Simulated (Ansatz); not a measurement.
# SnS: pressure series

Start from SnS in the zinc blende structure (space group F-43m, No. 216; a cell from a computed database, its experimental status unchecked).

```xyz
2
Lattice="0.0000 3.2081 3.2081 3.2081 0.0000 3.2081 3.2081 3.2081 0.0000" Properties=species:S:1:pos:R:3 pbc="T T T"
Sn     0.0000     0.0000     0.0000
S      1.6041     1.6041     1.6041
```

Cell and atoms are relaxed at each pressure.

Level of theory: PBEsol in Ansatz (plane waves to 420 eV, PAW, no spin-orbit coupling).

| P (GPa) | V (Å³/atom) |
|---|---|
| -1.01 | 33.979 |
| 0.30 | 32.752 |
| 0.70 | 32.408 |
| 1.49 | 31.762 |
| 3.00 | 30.660 |
| 5.00 | 29.390 |
| 7.50 | 28.051 |
| 10.00 | 26.969 |

A third-order Birch–Murnaghan fit to these points gives V₀ = 33.02 Å³/atom, B₀ = 36 GPa and B₀′ = 3.3. At pressure 10 GPa the volume is 81.7 % of V₀.

Load acts through the strain it causes; cell and atoms are relaxed under it. Stability against distortions was not tested. No other phases were tried under pressure. All final runs are without spin polarisation.

Ansatz is a program for electronic structure.
